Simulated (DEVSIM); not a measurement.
Device: Pt/SiON/n-Ge capacitor, at 300 K.

| layer (left to right) | material | thickness (nm) | Nd (cm⁻³) |
|---|---|---|---|
| 1 | SiON | 22.0 | - |
| 2 | Ge | 500 | 1.4e18 |

Metal gate on the left, work function 5.6 eV. Fixed charge at the semiconductor interface 0 cm⁻² (in units of +e); interface traps 3e11 cm⁻² eV⁻¹, uniform in energy, neutral level at 0.5 of the gap above the valence band.

Constants are typed, rounded textbook-type inputs, not results; the design itself was drawn at random and stands for no fabricated device. Values at 300 K.

```csv
parameter,SiON,Ge
gap (eV),7,0.664
affinity (eV),1.4,4
permittivity,5.5,16
Nc (cm⁻³),-,1.04e19
Nv (cm⁻³),-,6e18
```

DEVSIM, 1D Poisson equation in equilibrium, Boltzmann statistics, complete ionisation; no quantum confinement or tunnelling. Metal contacts follow the ideal Schottky-Mott rule: no Fermi-level pinning, no interface dipoles.

Q: Tabulate band edges, carrier densities and field at -0.2 V on the gate.

A: Energies count from the Fermi level of the right contact; mesh points crowd at the junctions.

```tsv
x (μm)	Ec (eV)	Ev (eV)	n (cm⁻³)	p (cm⁻³)	field (V/cm)
0.000	4.400	-2.600	< 1e2	< 1e2	-700000
0.001083	4.324	-2.676	< 1e2	< 1e2	-700000
0.003200	4.176	-2.824	< 1e2	< 1e2	-700000
0.006944	3.915	-3.085	< 1e2	< 1e2	-700000
0.01525	3.335	-3.665	< 1e2	< 1e2	-700000
0.01891	3.079	-3.921	< 1e2	< 1e2	-700000
0.02090	2.940	-4.060	< 1e2	< 1e2	-700000
0.02231	0.256	-0.408	5.2e14	8.3e11	-240000
0.02373	0.224	-0.440	1.8e15	2.4e11	-210000
0.02672	0.166	-0.498	1.7e16	2.6e10	-170000
0.03240	0.095	-0.569	2.6e17	1.7e9	-85000
0.04959	0.053	-0.611	1.4e18	3.2e8	-2000
0.07923	0.052	-0.612	1.4e18	3.1e8	≈ 0
0.1355	0.052	-0.612	1.4e18	3.1e8	≈ 0
0.2962	0.052	-0.612	1.4e18	3.1e8	≈ 0
0.4114	0.052	-0.612	1.4e18	3.1e8	≈ 0
0.4662	0.052	-0.612	1.4e18	3.1e8	≈ 0
0.4951	0.052	-0.612	1.4e18	3.1e8	≈ 0
0.5119	0.052	-0.612	1.4e18	3.1e8	≈ 0
0.5174	0.052	-0.612	1.4e18	3.1e8	≈ 0
0.5203	0.052	-0.612	1.4e18	3.1e8	≈ 0
0.5220	0.052	-0.612	1.4e18	3.1e8	≈ 0
```
